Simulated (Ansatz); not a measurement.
## BN: response to strain

Take BN in the zinc blende structure (space group F-43m, No. 216; a = 3.606 Å) as the base. Axes: x, y, z lie along the cube axes.

Strains are applied to the cell and any free atomic positions relax; under biaxial strain the out-of-plane vector relaxes too.

Method: Kohn–Sham DFT with the PBEsol functional, run in Ansatz (a quantum-chemistry and plane-wave program) with PAW and 420 eV plane waves, no spin-orbit coupling.

Notes on the quantities. pressure: mean of the normal stresses, compression positive; energy relative to the base: free energy F.

```json
[
 {"change": "base", "pressure": "0.0 kbar", "smallest direct gap": "8.81 eV", "band gap": "4.30 eV", "energy relative to the base": "0 meV/atom"},
 {"change": "biaxial strain −2.50 %, plane normal [111], relaxed out of plane", "pressure": "198.4 kbar", "smallest direct gap": "8.26 eV", "band gap": "4.24 eV", "energy relative to the base": "+26 meV/atom"},
 {"change": "biaxial strain −2.08 %, plane normal [111], relaxed out of plane", "pressure": "161.9 kbar", "smallest direct gap": "8.37 eV", "band gap": "4.26 eV", "energy relative to the base": "+18 meV/atom"},
 {"change": "biaxial strain −1.67 %, plane normal [111], relaxed out of plane", "pressure": "127.6 kbar", "smallest direct gap": "8.48 eV", "band gap": "4.27 eV", "energy relative to the base": "+11 meV/atom"},
 {"change": "biaxial strain −1.25 %, plane normal [111], relaxed out of plane", "pressure": "93.7 kbar", "smallest direct gap": "8.57 eV", "band gap": "4.28 eV", "energy relative to the base": "+6.3 meV/atom"},
 {"change": "biaxial strain −0.83 %, plane normal [111], relaxed out of plane", "pressure": "61.0 kbar", "smallest direct gap": "8.66 eV", "band gap": "4.29 eV", "energy relative to the base": "+2.7 meV/atom"},
 {"change": "biaxial strain +0.42 %, plane normal [111], relaxed out of plane", "pressure": "-29.1 kbar", "smallest direct gap": "8.71 eV", "band gap": "4.27 eV", "energy relative to the base": "+0.7 meV/atom"},
 {"change": "biaxial strain +1.25 %, plane normal [111], relaxed out of plane", "pressure": "-83.4 kbar", "smallest direct gap": "8.53 eV", "band gap": "4.22 eV", "energy relative to the base": "+5.9 meV/atom"},
 {"change": "biaxial strain +1.67 %, plane normal [111], relaxed out of plane", "pressure": "-109.3 kbar", "smallest direct gap": "8.44 eV", "band gap": "4.20 eV", "energy relative to the base": "+10 meV/atom"},
 {"change": "biaxial strain +2.08 %, plane normal [111], relaxed out of plane", "pressure": "-133.6 kbar", "smallest direct gap": "8.36 eV", "band gap": "4.18 eV", "energy relative to the base": "+16 meV/atom"}
]
```

Gaps are Kohn–Sham eigenvalue differences; semilocal functionals usually give less than the measured gap. Whether these cells are dynamically stable was not tested.
